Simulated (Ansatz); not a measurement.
Candidates (primitive cells; geometry: cell and atoms relaxed with PBEsol):
A. BeSe (F-43m), a = b = c = 3.6265 Å, α = β = γ = 60.00°
B. ZnSe (F-43m), a = b = c = 3.9833 Å, α = β = γ = 60.00°
C. YN (Fm-3m), a = b = c = 3.4339 Å, α = β = γ = 60.00°
D. InAs (F-43m), a = b = c = 4.305 Å, α = β = γ = 60.00°
E. InP (F-43m), a = 4.1566 Å, b = 4.1566 Å, c = 4.1566 Å, α = 60.00°, β = 60.00°, γ = 60.00°

Question: Rank these by electron conductivity mass (highest first), as HSE06, rigid bands (Ansatz, a first-principles code) gives it.

Answer: A (0.34 mₑ), C (0.24 mₑ), B (0.143 mₑ), E (0.095 mₑ), D (0.031 mₑ)

Masses are for dilute carriers at 300 K, harmonic means over directions unless an axis is named. Spin-orbit coupling is left out.
